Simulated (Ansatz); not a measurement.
# ScAl3: response to strain

Take ScAl3 in the Cu3Au type structure (space group Pm-3m, No. 221; relaxed with 0.1 eV smearing) as the base.

```yaml
crystal:
  lattice:
    - [4.07246, 0.00000, 0.00000]
    - [0.00000, 4.07246, 0.00000]
    - [0.00000, 0.00000, 4.07246]
  atoms:
    - { symbol: Sc, position: [0.00000, 0.00000, 0.00000] }
    - { symbol: Al, position: [0.00000, 0.50000, 0.50000] }
    - { symbol: Al, position: [0.50000, 0.00000, 0.50000] }
    - { symbol: Al, position: [0.50000, 0.50000, 0.00000] }
```

Cartesian axes are those of the cell as printed.

Strains are applied to the cell and any free atomic positions relax.

Computed with PBEsol/PAW in Ansatz (a quantum-chemistry and plane-wave program), no spin-orbit coupling.

Notes on the quantities. energy relative to the base: free energy F.

| uniaxial strain ε_zz (%) | energy relative to the base (meV/atom) |
|---|---|
| 0 | 0.0 |
| 0.6 | 0.4 |
| 1.2 | ? |
| 1.8 | 3.1 |
| 2.4 | 5.5 |
| 3 | 8.5 |

Problem. Fit ΔE = Aε² + Bε³ (ε in %) to the rows shown and predict the withheld row.

Solution. Least squares on the printed values gives A = 0.989 and B = -0.015 meV/atom (largest residual 0.0 meV/atom); this predicts 1.4 meV/atom, and the run gives 1.4 meV/atom, in agreement.

No phonon test of stability was made. The final runs are not spin-polarised.
